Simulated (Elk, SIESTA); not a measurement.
An Elk input for a self-consistent single point of Ir (Fm-3m, 1 atom in the cell) (DFT, PBE, all-electron FP-LAPW, Elk's shipped species files, APW+lo basis with extra local orbitals):

```
tasks
  0

xctype
  20

rgkmax
  7.5

gmaxvr
  16.0

nxlo
  2

lorbcnd
  .true.

rmtscf
  0.88

lmaxi
  3

stype
  3

swidth
  0.00183747

scale
  5.266151993

avec
    0.0000000000    0.7071067812    0.7071067812
    0.7071067812    0.0000000000    0.7071067812
    0.7071067812    0.7071067812    0.0000000000

atoms
  1   : nspecies
  'Ir.in'   : spfname
  1   : natoms; atposl, bfcmt below
  0.0000000000  0.0000000000  0.0000000000    0.0 0.0 0.0

ngridk
  12 12 12
```

Q: Write the same calculation as an input for SIESTA.

A: This is the input that was run; spellings and numerical settings could be chosen otherwise.

```
# files in the folder: Ir.psml (PseudoDojo PBE standard)
SystemName  Ir
SystemLabel siesta

NumberOfAtoms                1
NumberOfSpecies              1
%block ChemicalSpeciesLabel
  1 77 Ir
%endblock ChemicalSpeciesLabel
LatticeConstant              1.0 Bohr
%block LatticeVectors
     0.000000000    3.723731785    3.723731785
     3.723731785    0.000000000    3.723731785
     3.723731785    3.723731785    0.000000000
%endblock LatticeVectors
AtomicCoordinatesFormat      ScaledCartesian
%block AtomicCoordinatesAndAtomicSpecies
     0.000000000    0.000000000    0.000000000  1
%endblock AtomicCoordinatesAndAtomicSpecies

XC.functional                GGA
XC.authors                   PBE
PAO.BasisSize                DZP
PAO.EnergyShift              0.005 Ry
MeshCutoff                   350 Ry
%block kgrid.MonkhorstPack
   12   0   0  0.0
    0  12   0  0.0
    0   0  12  0.0
%endblock kgrid.MonkhorstPack
OccupationFunction           FD
ElectronicTemperature        0.05 eV

MaxSCFIterations             150
SCF.Mixer.Method             Pulay
SCF.Mixer.Weight             0.1
SCF.Mixer.History            6
SCF.DM.Tolerance             1.0E-04
Diag.ParallelOverK           true
WriteForces                  true
```

Basis settings and potentials, where a program has them, do not carry over. This input uses DFT, GGA PBE, numerical atomic orbitals DZP, PseudoDojo PBE standard norm-conserving potentials (rewritten from UPF to PSML).

The starting cell comes from a database of computed structures (which also holds hypothetical and non-ambient phases and stackings), without a prior relaxation at this level. Its lattice was rescaled by a random factor within 2.5 % of one.
